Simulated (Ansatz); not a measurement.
# Pressure series in Ru

Base system: Ru in the hcp (Mg type) structure (space group P6_3/mmc, No. 194; a = 2.6919 Å, c = 4.2457 Å).

Cell and atoms are relaxed at each pressure.

Computed with PBEsol (Ansatz, a first-principles code, PAW, no SOC).

```csv
P (GPa),V (Å³/atom)
-2.01,13.400
-1.01,13.361
3.00,13.209
7.01,13.067
15.00,12.807
30.00,12.387
50.00,11.924
75.00,11.452
100.00,11.060
```

**Question.** Fit a third-order Birch–Murnaghan equation of state.

**Answer.** Least squares on P(V) = (3B₀/2)[(V₀/V)^(7/3) − (V₀/V)^(5/3)]·[1 + (3/4)(B₀′ − 4)((V₀/V)^(2/3) − 1)] gives V₀ = 13.32 Å³/atom, B₀ = 349 GPa and B₀′ = 4.6.

Load acts through the strain it causes; cell and atoms are relaxed under it. Stability against distortions was not tested. No other phases were tried under pressure. The final runs are not spin-polarised.
